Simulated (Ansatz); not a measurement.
# Pressure series in Pt

Base system: Pt in the fcc (Cu type) structure (space group Fm-3m, No. 225; a = 3.918 Å).

Cell and atoms are relaxed at each pressure.

Computed with PBEsol in Ansatz (plane waves to 420 eV, PAW, spin-orbit coupling left out).

Notes on the quantities. enthalpy: H = E + PV relative to the base's energy.

```tsv
variant	volume per atom	enthalpy
base	15.04 Å³	–
pressure −2 GPa	15.15 Å³	-0.19 eV/atom
pressure −1 GPa	15.09 Å³	-0.09 eV/atom
pressure 0.9 GPa	14.99 Å³	+0.08 eV/atom
pressure 2.1 GPa	[?]	+0.20 eV/atom
pressure 4.5 GPa	[?]	+0.42 eV/atom
pressure 9 GPa	14.61 Å³	+0.83 eV/atom
pressure 15 GPa	14.36 Å³	+1.37 eV/atom
pressure 22.5 GPa	14.08 Å³	+2.04 eV/atom
pressure 30 GPa	[?]	+2.69 eV/atom
```

Question: Fill in the withheld entries from the trend.

Answer: 
- pressure 2.1 GPa, volume per atom: 14.93 Å³
- pressure 4.5 GPa, volume per atom: 14.81 Å³
- pressure 30 GPa, volume per atom: 13.83 Å³

Load acts through the strain it causes; cell and atoms are relaxed under it. No phonon test of stability was made. Competing high-pressure phases were not computed. All final runs are without spin polarisation.

Ansatz is an electronic-structure program.
